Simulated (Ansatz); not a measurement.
CdF2 (Fm-3m), PBEsol, rigid bands run with Ansatz (a first-principles code): N_c = 6.08e18 cm⁻³ at 300 K and an electron conductivity mass of 0.381 mₑ.

Problem. For 1e16 electrons per cm³ at 300 K, place the Fermi level, estimate the Seebeck coefficient of a parabolic band with constant τ, and give mobility and conductivity for τ = 20 fs.

Solution. The level lies k_BT ln(N_c/n) = 0.166 eV below the conduction-band minimum. S ≈ −(k_B/e)[ln(N_c/n) + 5/2] = -768 μV/K, against -763 μV/K from the full bands (mean over directions). μ = eτ/m = 92.3 cm²/(V·s) and σ = neμ = 0.148 S/cm. τ is assumed, not computed.

Band transport and this doping are assumed; polarons and phonon drag are left out. Spin-orbit coupling is left out.

Formula and space group known from diffraction (Crystallography Open Database), not checked to be the room-temperature form: CdF2 (Fm-3m).
